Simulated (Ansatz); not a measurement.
**Habitual settings against a tight run: LuSi2 (P6/mmm, 3 atoms in the cell)**

Self-consistent single point.

```
LuSi2
1.0
    4.02268     0.00000     0.00000
   -2.01134     3.48375     0.00000
    0.00000     0.00000     3.73434
Lu Si
1 2
Direct
  0.00000   0.00000   0.00000
  0.33333   0.66667   0.50000
  0.66667   0.33333   0.50000
```

Computed with PBEsol, default PAW files made with PBE (plane waves; Ansatz, a program for electronic structure).

Base settings: basis.ecutwfc = 420 eV; kpoints.mp_grid.grid = 13 13 12; hamiltonian.xc = pbesol; hamiltonian.pseudopotentials = {kind: paw} (the program's default PAW files); scf.occupations.method = cold; scf.occupations.width = 0.2 eV.

Tight run (finer mesh or higher cutoff; not a proven limit): basis.ecutwfc: 420 eV → 590 eV; kpoints.mp_grid.grid: 13 13 12 → 18 18 17; scf.convergence.dr2_threshold: default (1e-07 eV) → 1e-09 eV. It gave Fermi level (on the code's own zero) 13.77 eV; pressure 0.74 GPa.

Quick runs, as changes from the base:
- A: the base itself
- B: basis.ecutwfc: 420 eV → 295 eV; kpoints.mp_grid.grid: 13 13 12 → 8 8 8
- C: kpoints.mp_grid.grid: 13 13 12 → 4 4 4; scf.occupations.method: cold → gaussian
- D: basis.ecutwfc: 420 eV → 210 eV; kpoints.mp_grid.grid: 13 13 12 → 4 4 4; hamiltonian.xc: pbesol → lda [LDA (PW92)]
- E: basis.ecutwfc: 420 eV → 210 eV; kpoints.mp_grid.grid: 13 13 12 → 8 8 8

Energies are extrapolated to zero smearing width, which holds to low order in the width alone.

Dashes: energy of D, another energy zero.

† marks runs with another functional, U, potentials or spin treatment: their distance from the tight run is not a convergence error alone.

The count of work is k-points × plane waves × bands × iterations; it is no time. 

Pressures in the table are Ansatz's without its Pulay estimate, at a fixed set of plane waves; the tight run's value above holds the estimate.

The starting cell comes from a database of computed structures (which also holds hypothetical and non-ambient phases and stackings), without a prior relaxation at this level. Its lattice was rescaled by a random factor within 2.5 % of one.

```tsv
run	energy less tight (meV/atom)	pressure less tight (GPa)	count of work / tight
A	0.6	-0.01	0.23
B	41.3	-2.49	0.047
C	-33.5	0.90	0.014
D†	–	-96.94	0.0074
E	1933.0	-92.62	0.031
```

Among the runs at the tight run's level, the energy misses run from 0.6 to 1933.0 meV/atom.

Left out of this page: 1 run of the series unsound by tests on forces, stress, charge or solver warnings.

Keys are those of Ansatz 0.2.
